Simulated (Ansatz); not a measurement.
Si under load (space group Fd-3m), PBE with spin-orbit coupling, rigid bands (Ansatz, a quantum-chemistry and plane-wave program). Condition of this run: hydrostatic pressure of -3.6 GPa (compression positive) (the target of the relaxation). Band gap 0.63 eV, N_c = 3.12e19 cm⁻³ and N_v = 2.15e19 cm⁻³ at 300 K, conductivity masses of 0.292 mₑ (electrons) and 0.365 mₑ (holes). Take k_BT = 0.02585 eV.

Task: A film of it is 5 nm thick. Estimate the confinement energies in an infinite well.

Result: ħ²π²/(2m t²) = 0.376 eV·nm²/(m/mₑ × t²) gives 51.5 meV for electrons and 41.2 meV for holes, so the gap would widen to about 0.72 eV. Finite barriers and nonparabolic bands lower this, and with several valleys or bands the heaviest mass along the normal sets the lowest level, not this average.

Task: Find the intrinsic carrier density and the intrinsic Fermi level.

Result: n_i = √(N_c N_v) exp(−E_g/2k_BT) = 2.59e19 × exp(−12.18) = 1.3e14 cm⁻³. The level lies (k_BT/2) ln(N_v/N_c) = -5 meV from mid-gap (positive towards the conduction band). Each 0.1 eV added to the gap lowers n_i by a factor of 6.9.

Task: What built-in voltage has an abrupt junction with N_A = 1e17 and N_D = 1e18 cm⁻³, all dopants ionised?

Result: V_bi = E_g/e − (k_BT/e) ln(N_c N_v/(N_A N_D)) = 0.63 − 0.02585 × 8.81 = 0.40 V, for the computed gap.

Rigid bands with the computed gap; masses take one relaxation time for all states. Geometry: cell and atoms relaxed with PBEsol.
